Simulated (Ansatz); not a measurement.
Results of LDA (Ansatz, an electronic-structure program, PAW) for cubic perovskite BaHfO3.

Run with plane-wave cutoff 520 eV, 8×8×8 k mesh, Fermi–Dirac smearing 0.01 eV, scalar-relativistic PAW data made under PBE.

Pressure at four volumes; x = ln(V/14.003 Å³). One pressure is withheld.

```tsv
V (Å³/atom)	x	P (GPa)
13.163	-0.0619	12.95
14.003	0.0000	0.00
14.563	0.0392	-6.57
14.843	0.0583	?
```

**Question.** Pass a parabola P(x) through the three rows shown, estimate the bulk modulus and its pressure derivative near zero pressure, and predict the withheld pressure.

**Answer.** Slopes between the rows: (0.00 − (12.95))/(0.0000 − (-0.0619)) = -209.21 and (-6.57 − (0.00))/(0.0392 − (0.0000)) = -167.60 GPa. Their difference over the span 0.1011 is c = 41.61/0.1011 = 411.6 GPa, so P(x) = 12.95 + (-209.21)(x − (-0.0619)) + 411.6 (x − (-0.0619))(x − (0.0000)). At the middle row B = −dP/dx = −[-209.21 + 411.6 × 0.0619] = 183.7 GPa, and B′ = dB/dP = 2c/B = 4.5. At x = 0.0583 the parabola gives -9.31 GPa; the run gives -9.36 GPa. The Birch–Murnaghan fit to the energies at all volumes has B0 = 183 GPa and B′ = 4.4.

Note: the relaxation could not lower the start's symmetry, so the cell can be a saddle point above a distorted one.

Spin–orbit coupling is not included.
